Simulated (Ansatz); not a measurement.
**Several settings converged on LaBi (I4mm, 2 atoms in the cell)**

```
CELL_PARAMETERS angstrom
      0.00000     3.34826     3.34826
      3.34826     0.00000     3.34826
      3.34826     3.34826     0.00000
ATOMIC_POSITIONS crystal
  La 0.50747 0.50747 0.49253
  Bi 0.00000 0.00000 0.00000
```

Base method: PBEsol, default PAW files made with PBE (plane waves; Ansatz, a program for electronic structure).

Base settings: basis.ecutwfc = 30.9 Ry; kpoints.mp_grid.grid = 9 9 9; hamiltonian.xc = pbesol; hamiltonian.pseudopotentials = {kind: paw} (the program's default PAW files); scf.occupations.method = gaussian; scf.occupations.width = 0.0073 Ry.

The count of work is k-points × plane waves × bands × iterations; it is no time. 

**The cutoff for other potential files**

Level: DFT, PBEsol, plane waves, harder PAW files (source: ansatz) made with PBE.

In this ladder: hamiltonian.pseudopotentials = {kind: paw, source: ansatz}.

The second cell is the first with its lattice scaled by 0.98.

The mesh stays at the base's, so the ladder's end is converged at best in this setting alone.

The first pressure column holds Ansatz's estimate of the finite-basis (Pulay) stress, which hides part of the cutoff error; the other is without it.

Only quantities that move along the ladder and can be compared are tabulated.

| basis.ecutwfc | free energy less the last step's (meV/atom) | energy of the compressed cell less the first (meV/atom) | pressure (GPa) | pressure without the Pulay estimate (GPa) | largest difference of a force vector from the last step's (eV/Å) | count of work / last |
|---|---|---|---|---|---|---|
| 19.8 Ry | 3558.60 | -20.34 | -3.17 | -98.44 | 0.029 | 0.094 |
| 24.3 Ry | 375.32 | -21.35 | -2.95 | -16.59 | 0.003 | 0.14 |
| 30.9 Ry | 7.54 | -21.12 | -2.85 | -3.30 | 0.000 | 0.20 |
| 37.5 Ry | 0.22 | -20.95 | -2.84 | -2.84 | 0.000 | 0.28 |
| 44.1 Ry | 0.13 | -20.96 | -2.84 | -2.84 | 0.000 | 0.34 |
| 52.9 Ry | 0.08 | -20.96 | -2.84 | -2.84 | 0.000 | 0.46 |
| 66.1 Ry | 0.03 | -20.96 | -2.84 | -2.84 | 0.000 | 0.65 |
| 88.2 Ry | 0.00 | -20.96 | -2.84 | -2.84 | 0.000 | 1.0 |

Coarsest basis.ecutwfc that holds the forces within 0.005 eV/Å of the last step, with all finer ones: 24.3 Ry, at 0.14 of the last step's count of work; the step before is off by 0.029 eV/Å.

Coarsest basis.ecutwfc that holds the pressure without the Pulay estimate within 0.1 GPa of the last step, with all finer ones: 37.5 Ry, at 0.28 of the last step's count of work; the step before is off by 0.46 GPa.

Coarsest basis.ecutwfc that holds the pressure within 0.2 GPa of the last step, with all finer ones: 24.3 Ry, at 0.14 of the last step's count of work; the step before is off by 0.33 GPa.

The energy difference between the two cells stays within 1 meV/atom of the last step's from 19.8 Ry on, the total only from 37.5 Ry on: much of the error is common to both cells and cancels.

At the lowest cutoff the pressure without the Pulay estimate lies 95.6 GPa under the last step's, the usual sign of Pulay stress in an incomplete plane-wave basis.

**The relaxed cell against the cutoff**

On LaBi (Fm-3m, 2 atoms in the cell): atoms on their sites.

In this ladder: relax = cell and atoms.

The mesh stays at the base's, so the ladder's end is converged at best in this setting alone.

Only quantities that move along the ladder and can be compared are tabulated.

| basis.ecutwfc | relaxed volume (Å³/atom) | relaxation steps |
|---|---|---|
| 15.4 Ry | 36.183 | 27 |
| 18.4 Ry | 35.327 | 18 |
| 21.7 Ry | 35.254 | 11 |
| 26.1 Ry | 35.246 | 7 |
| 30.9 Ry | 35.242 | 5 |
| 37.1 Ry | 35.244 | 5 |
| 46.3 Ry | 35.243 | 5 |
| 61.7 Ry | 35.243 | 5 |

Coarsest basis.ecutwfc that holds the relaxed volume within 0.035 Å³/atom of the last step, with all finer ones: 21.7 Ry; the step before is off by 0.084 Å³/atom.

At the lowest cutoff the cell relaxes to a volume 2.7 % larger than at the highest. Ansatz relaxes on a stress corrected for the finite basis.

On the base run: the starting cell comes from a database of computed structures (which also holds hypothetical and non-ambient phases and stackings), without a prior relaxation at this level. Its lattice was rescaled by up to half a per cent. One atom was moved a little off its site on purpose.

Keys are those of Ansatz 0.2.
